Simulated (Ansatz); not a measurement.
The parent structure is SiC (space group Pm-3n, No. 223; a hypothetical phase, not in the database extracts checked).

```cif
data_C6Si6
_chemical_formula_sum 'Si6 C6'
_space_group_name_H-M_alt 'Pm-3n'
_space_group_IT_number 223
_space_group_name_Hall '-P 4n 2 3'
_cell_length_a 5.33133
_cell_length_b 5.33133
_cell_length_c 5.33133
_cell_angle_alpha 90.000
_cell_angle_beta 90.000
_cell_angle_gamma 90.000
loop_
_atom_site_label
_atom_site_type_symbol
_atom_site_symmetry_multiplicity
_atom_site_Wyckoff_symbol
_atom_site_fract_x
_atom_site_fract_y
_atom_site_fract_z
_atom_site_occupancy
Si1 Si 6 c 0.00000 0.50000 0.25000 1
C1 C 6 d 0.00000 0.25000 0.50000 1
```

The values are results of DFT with PBEsol, PAW potentials and a 420 eV plane-wave cutoff in Ansatz (a quantum-chemistry and plane-wave program), no spin-orbit coupling, not measurements.

Base values:

The volume per atom is 12.63 Å³. The width of the top valence band is 2.21 eV.

The change: cell and atoms relaxed at a pressure of 10 GPa.

### Question
Estimate the effect on the volume per atom and width of the top valence band.

### Answer
The volume per atom drops by 0.643 Å³ to 11.98 Å³; the width of the top valence band rises by 0.13 eV (2.21 eV → 2.34 eV).

The levels and masses belong to the bands next to the band gap. Load acts through the strain it causes; cell and atoms are relaxed under it. Stability against distortions was not tested. Competing high-pressure phases were not computed.
